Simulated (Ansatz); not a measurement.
BP (model structure, P6₂22, No. 180, 6 atoms in the cell), treated with r²SCAN (Ansatz, a program for electronic structure, PAW).

Run with plane-wave cutoff 560 eV, 18×18×8 k mesh (along the axes of the cell as run), Fermi–Dirac smearing 0.05 eV, scalar-relativistic PAW data made under PBE.

Computed at the level's own relaxed cell.

```
BP
1.0
    3.27651     0.00000     0.00000
   -1.63826     2.83754     0.00000
    0.00000     0.00000     7.00455
B P
3 3
Cartesian
  1.63825   0.00000   4.66970
 -0.81913   1.41877   2.33485
  0.81913   1.41877   0.00000
  1.63826   0.00000   1.16742
 -0.81913   1.41878   5.83712
  0.81912   1.41877   3.50227
```

Question: List the 16 lowest band energies at Γ above −25 eV (eV, relative to the valence band maximum), grouping those that round alike.

Answer: At Γ: -17.46, -14.68 (×2), -6.59 (×2), -4.87, -2.50 (×2), -1.30 (×2), -1.02, 0.00, 2.68 (×2), 3.33 (×2).

Note: the relaxation could raise the start's symmetry but not lower it, so the cell can be a saddle point.

A model structure was made by putting elements into a prototype or built by hand; it is no filed structure, need not be a known phase, and can be a saddle point held by its symmetry.
